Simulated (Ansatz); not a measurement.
# GaSb under a change: Sb on a Ga site (antisite), symmetric start

Take an 8-atom supercell of GaSb in the zinc blende structure (space group F-43m, No. 216; a = 6.132 Å) at its relaxed geometry as the base.

One thing is altered: a neutral Sb on a Ga site (antisite), symmetric start, atoms relaxed at fixed cell.

Computed with r2SCAN (Ansatz, a program for electronic structure), no SOC. Settings: 6×6×6 k-points, 0.01 eV Fermi–Dirac smearing.

```tsv
quantity	base	changed	shift
pressure	0.0 GPa	5.6 GPa	+5.6 GPa
energy gained by relaxation	–	0.85 eV	–
largest displacement of a host atom from its site in the perfect cell	–	0.21 Å	–
mean distance from the defect site to its nearest host atoms	2.66 Å	2.86 Å	+0.208 Å
```

Final structure:

```yaml
crystal:
  lattice:
    - [-6.13244, 0.00000, 0.00000]
    - [0.00000, 0.00000, 6.13244]
    - [0.00000, 6.13244, 0.00000]
  atoms:
    - { symbol: Sb, position: [0.26954, 0.73046, 0.73046] }
    - { symbol: Sb, position: [0.73046, 0.73046, 0.26954] }
    - { symbol: Sb, position: [0.73046, 0.26954, 0.73046] }
    - { symbol: Sb, position: [0.26954, 0.26954, 0.26954] }
    - { symbol: Sb, position: [0.00000, 0.00000, 0.00000] }
    - { symbol: Ga, position: [0.50000, 0.00000, 0.50000] }
    - { symbol: Ga, position: [0.50000, 0.50000, 0.00000] }
    - { symbol: Ga, position: [0.00000, 0.50000, 0.50000] }
```

Other magnetic orders, which the real material may have, were not ruled out. In so small a cell the defect repeats every few ångströms: this is an ordered compound, not a dilute defect. The defect started on the symmetric site and kept its symmetry, so it may sit on a saddle. Seeded moments were not kept for Sb on a Ga site (antisite). The defect cell is spin-polarised and ends with 0.0 μB.
